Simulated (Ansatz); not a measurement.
**AgI in the wurtzite structure (space group P6_3mc, No. 186)**

```cif
data_Ag2I2
_chemical_formula_sum 'Ag2 I2'
_space_group_name_H-M_alt 'P 1'
_space_group_IT_number 1
_cell_length_a 4.56034
_cell_length_b 4.56034
_cell_length_c 7.45062
_cell_angle_alpha 90.000
_cell_angle_beta 90.000
_cell_angle_gamma 120.000
loop_
_space_group_symop_operation_xyz
  'x, y, z'
loop_
_atom_site_label
_atom_site_type_symbol
_atom_site_fract_x
_atom_site_fract_y
_atom_site_fract_z
_atom_site_occupancy
Ag1 Ag 0.66667 0.33333 0.00017 1
Ag2 Ag 0.33333 0.66667 0.50017 1
I1 I 0.66667 0.33333 0.62503 1
I2 I 0.33333 0.66667 0.12503 1
```

Calculations: plane-wave PAW DFT at the PBEsol level (Ansatz, a first-principles code, 420 eV), no SOC, earlier PAW set. Γ-centred 8×8×5 mesh, Fermi–Dirac width 0.05 eV.

```yaml
volume_per_atom: 33.55 Å³
density: 5.81 g/cm³
band_gap: 1.23 eV, direct at Γ
electron_mass: 0.15 mₑ along c, 0.16 mₑ across
Lowest conduction-band minima above the VBM: Γ 1.23 eV
total_energy: -7477.537 eV/atom (σ→0; compares only within this code and set-up)
```

With I present, leaving out spin-orbit coupling can change the band edges. Masses are band curvatures over ±0.01 Å⁻¹ around the edge. No phonon test of stability was made.
